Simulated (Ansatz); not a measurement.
The parent structure is CuAu (space group P4/mmm, No. 123; a = 2.813 Å, c = 3.593 Å; relaxed with 0.1 eV smearing). Axes: x, y, z lie along a, b, c of the conventional cell.

Level of theory: PBEsol (Ansatz, a quantum-chemistry and plane-wave program), scalar-relativistic without spin-orbit coupling.

One thing is altered: biaxial strain −1.50 %, plane normal [001], relaxed out of plane (Cartesian); in-plane vectors clamped, the third vector and the atoms free.

Question: What happens to the out-of-plane strain?

Answer: The out-of-plane strain comes out as +2.57 %.

Question: What does the calculation give for the in-plane stress after the change?

Answer: The mean in-plane stress (compression positive) is +1.5 GPa.

Whether these cells are dynamically stable was not tested. All final runs are without spin polarisation.
